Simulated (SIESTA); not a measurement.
## Short convergence ladders for NiAl (P4mm, 2 atoms in the cell)

```
CELL_PARAMETERS angstrom
      2.88133     0.00000     0.00000
      0.00000     2.88133     0.00000
      0.00000     0.00000     2.88133
ATOMIC_POSITIONS crystal
  Al 0.50000 0.50000 0.51735
  Ni 0.00000 0.00000 0.00000
```

Base method: LDA PW92, numerical atomic orbitals DZP, PseudoDojo LDA standard norm-conserving potentials (rewritten from UPF to PSML) (SIESTA).

Base settings: XC.functional = LDA; XC.authors = PW92; potentials = PseudoDojo LDA standard; PAO.BasisSize = DZP; PAO.EnergyShift = 0.005 Ry; MeshCutoff = 400 Ry; kgrid.MonkhorstPack = 5 5 5; OccupationFunction = FD; ElectronicTemperature = 1160.45 K; MaxSCFIterations = 150.

**The k-point mesh at a smearing width of 0.05 eV**

In this ladder: ElectronicTemperature = 580.23 K.

The second cell is the first with its lattice scaled by 0.98.

Only quantities that move along the ladder and can be compared are tabulated.

| kgrid.MonkhorstPack | free energy less the last step's (meV/atom) | energy of the compressed cell less the first (meV/atom) | pressure (GPa) | largest difference of a force vector from the last step's (eV/Å) |
|---|---|---|---|---|
| 4 4 4 | -7.85 | -27.81 | -11.01 | 0.020 |
| 5 5 5 | 23.36 | -19.73 | -9.22 | 0.003 |
| 6 6 6 | 18.15 | -21.57 | -9.54 | 0.002 |
| 7 7 7 | -4.64 | -23.70 | -10.02 | 0.004 |
| 9 9 9 | 2.93 | -23.78 | -10.06 | 0.002 |
| 10 10 10 | -1.57 | -23.94 | -10.09 | 0.001 |
| 12 12 12 | 1.22 | -23.29 | -9.95 | 0.001 |
| 15 15 15 | 0.90 | -23.49 | -9.98 | 0.000 |
| 22 22 22 | 0.00 | -23.53 | -10.00 | 0.000 |

Coarsest kgrid.MonkhorstPack that holds the forces within 0.005 eV/Å of the last step, with all finer ones: 5 5 5; the step before is off by 0.020 eV/Å.

Coarsest kgrid.MonkhorstPack that holds the free energy within 5 meV/atom of the last step, with all finer ones: 7 7 7; the step before is off by 18 meV/atom.

Coarsest kgrid.MonkhorstPack that holds the energy of the compressed cell less the first within 0.5 meV/atom of the last step, with all finer ones: 7 7 7; the step before is off by 2.0 meV/atom.

The energy difference between the two cells stays within 1 meV/atom of the last step's from 7 7 7 on, the total only from 15 15 15 on: much of the error is common to both cells and cancels.

**The width of Gaussian smearing**

In this ladder: kgrid.MonkhorstPack = 8 8 8; OccupationFunction = MP; OccupationMPOrder = 0.

Narrow widths need finer meshes than wide ones, so the last steps can hold mesh noise.

Only quantities that move along the ladder and can be compared are tabulated; pressure and forces are left out, as mesh noise rules them at narrow widths.

```tsv
ElectronicTemperature	free energy less the last step's (meV/atom)
11604.5 K	-105.52
5802.26 K	-30.22
3481.36 K	-12.24
2320.9 K	-5.72
1160.45 K	-1.21
580.23 K	0.00
```

Widest ElectronicTemperature that holds the free energy within 5 meV/atom of the last step, with all finer ones: 1160.45 K; the step before is off by 5.7 meV/atom.

On the base run: the starting cell has typed, rounded lattice constants, without a prior relaxation at this level. Its lattice was rescaled by up to half a per cent. One atom was moved a little off its site on purpose. Spin polarisation is off. Values carry the incompleteness of an atom-centred basis. In the base run, with a pressure of about -9 GPa the cell is away from its equilibrium volume at this level. Without a gap this mesh is coarse (it stands for a supercell whose shortest vector is 14 Å).

Left out of this page: 2 runs of the series outside the window shown, repeating another row's setting, or not comparable.
